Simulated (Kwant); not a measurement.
Device: wire with a row of barriers in a GaN two-dimensional gas. Effective mass 0.22 mₑ, grid spacing 12 nm, hard walls, nominal width 300 nm (25 grid rows, so walls 312 nm apart), one parabolic valley, scattering region 1200 nm long along x; energies count from the band bottom; Fermi energy swept from 1.5193e-05 to 0.00018042 eV. 4 barrier(s) across the wire, height 0.00044 eV, thickness 36 nm (about 3 grid columns), spaced by 192 nm.

Constants are typed, rounded textbook-type inputs, not results; the design itself was drawn at random and stands for no fabricated device.

Computed with Kwant: effective-mass tight-binding model on a square grid, one spin, coherent transport at 0 K. Conductance is in e²/h.

Q: How many channels do the leads carry at E = 0.0911, 0.107, 0.139 meV?

A: The hard-wall thresholds are n² ħ²π²/(2mW²) = n² × 0.0176 meV with W = 312 nm. √(0.0911/0.0176) = 2.28, so 2. √(0.107/0.0176) = 2.46, so 2. √(0.139/0.0176) = 2.81, so 2.
